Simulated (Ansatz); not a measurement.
The starting structures come from a database of crystals and need not be the phases stable at ambient conditions.

By PBEsol, the system below comes out a metal.

The ballistic (Sharvin) conductance counts the channels at the Fermi level: G/A = (e²/h) × channels of both spins per area.

Input:

```yaml
crystal:
  lattice:
    - [4.44394, 0.00000, 0.00000]
    - [-2.22197, 3.84856, 0.00000]
    - [2.22197, 1.28285, 1.81423]
  atoms:
    - { symbol: Zn, position: [0.00000, 0.50000, 0.50000] }
    - { symbol: Ag, position: [0.00000, 0.00000, 0.00000] }
```

The cell is taken as given; by PBEsol it stands under a pressure of -2.6 GPa.

The current flows along the normal of the first two printed cell vectors, the (111) plane of the conventional cell. No spin-orbit coupling; the value is a mean over 0.1 eV about the Fermi level.

Problem. Predict the ballistic conductance per area from PBEsol run with Ansatz (a program for electronic structure).

Solution. 0.95 × 10¹⁵ S/m² for both spins.
